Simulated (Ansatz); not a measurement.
Te₃As₂ (within 0.1 Å of R-3m, No. 166, 40 atoms in the cell; start mp-9897; a measured phase of this formula has another space group) was calculated with r²SCAN+rVV10 in Ansatz (PAW).

Settings: plane-wave cutoff 560 eV, 4×2×4 k mesh (along the axes of the cell as run), Fermi–Dirac smearing 0.01 eV, scalar-relativistic PAW data made under PBE.

Cell (relaxed at this level):

```
CELL_PARAMETERS angstrom
      7.01343     0.00000    -0.00628
      0.00000    16.20976     0.00000
     -2.31561     0.00000     9.94536
ATOMIC_POSITIONS crystal
  Te 0.00000 0.00000 0.00000
  Te 0.00000 0.50000 0.00000
  Te 0.99975 0.75000 0.99969
  Te 0.00025 0.25000 0.00031
  Te 0.49981 0.87502 0.99979
  Te 0.50019 0.12498 0.00021
  Te 0.50019 0.37502 0.00021
  Te 0.49981 0.62498 0.99979
  Te 0.21912 0.99998 0.65500
  Te 0.78088 0.00002 0.34500
  Te 0.78088 0.49998 0.34500
  Te 0.21912 0.50002 0.65500
  Te 0.21869 0.75000 0.65495
  Te 0.78131 0.25000 0.34505
  Te 0.21953 0.25000 0.65480
  Te 0.78047 0.75000 0.34520
  Te 0.71882 0.87500 0.65498
  Te 0.28118 0.12500 0.34502
  Te 0.28118 0.37500 0.34502
  Te 0.71882 0.62500 0.65498
  Te 0.71942 0.37503 0.65489
  Te 0.28058 0.62497 0.34511
  Te 0.28058 0.87503 0.34511
  Te 0.71942 0.12497 0.65489
  As 0.39417 0.75000 0.18605
  As 0.60583 0.25000 0.81395
  As 0.39470 0.25000 0.18530
  As 0.60530 0.75000 0.81470
  As 0.39474 0.00026 0.18489
  As 0.60526 0.99974 0.81511
  As 0.60526 0.50026 0.81511
  As 0.39474 0.49974 0.18489
  As 0.10522 0.87479 0.81501
  As 0.89478 0.12521 0.18499
  As 0.89478 0.37479 0.18499
  As 0.10522 0.62521 0.81501
  As 0.10560 0.37518 0.81442
  As 0.89440 0.62482 0.18558
  As 0.89440 0.87518 0.18558
  As 0.10560 0.12482 0.81442
```

Predict the band gap and smallest direct gap on the k points sampled.


- band gap = 0.43 eV
- smallest direct gap on the k points sampled = 0.49 eV

Spin–orbit coupling is not included; with these elements it can move the gap by several tenths of an eV or more.

The computed numbers hold no vibrational or temperature effects.

A start named mp-… is a Materials Project structure, which need not be a measured phase.

Ansatz is a quantum-chemistry and plane-wave program.
